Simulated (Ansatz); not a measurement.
We consider SnO (P4/nmm, No. 129, 4 atoms in the cell; start mp-545552), described by r²SCAN (plane waves, PAW; Ansatz, an electronic-structure program).

Numerical settings: plane-wave cutoff 560 eV, 10×6×8 k mesh (along the axes of the cell as run), Fermi–Dirac smearing 0.01 eV, scalar-relativistic PAW data made under PBE.

Cell (relaxed at this level):

```
SnO
1.0
    3.80780     0.00000     0.00000
    0.00000     4.93807     0.00000
    0.00000     0.00000     3.80744
Sn O
2 2
Direct
  0.00000   0.23231   0.37500
  0.50000   0.76769   0.87500
  0.00000   0.99998   0.87500
  0.50000   0.00002   0.37500
```

### Question
Give the computed band gap, smallest direct gap on the k points sampled and Γ–Γ gap.

### Answer

* **band gap**: 0.37 eV
* **smallest direct gap on the k points sampled**: 2.36 eV
* **Γ–Γ gap**: 2.37 eV

Spin–orbit coupling is not included.

The computed numbers hold no vibrational or temperature effects.

It cost about 19 core-seconds (a rough figure) of CPU time.

A start named mp-… is a Materials Project structure, which need not be a measured phase.
